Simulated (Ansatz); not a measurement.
Here is the system:

```
CELL_PARAMETERS angstrom
      0.00000     2.56121     2.56121
      2.56121     0.00000     2.56121
      2.56121     2.56121     0.00000
ATOMIC_POSITIONS crystal
  Sr 0.00000 0.00000 0.00000
  O  0.50000 0.50000 0.50000
```

All values below come from r2SCAN, rigid bands (plane waves, PAW, scalar-relativistic; Ansatz, a first-principles code). Cell: cell and atoms relaxed with PBEsol.

**Question.** Predict the electron conductivity mass (n e² τ/σ) at 300 K, by direction if it differs.

**Answer.** 0.51 mₑ.

**Question.** Predict the hole conductivity mass (n e² τ/σ) at 300 K, by direction if it differs.

**Answer.** 1.39 mₑ.

**Question.** And the band gap?

**Answer.** 3.79 eV at this level; semilocal functionals usually fall short of the measured gap.

Rigid bands, one relaxation time for all states, no polarons. Spin-orbit coupling is left out; where it splits the top of the valence band it changes the hole mass and lowers the gap by about a third of the splitting. Geometry: cell and atoms relaxed with PBEsol.
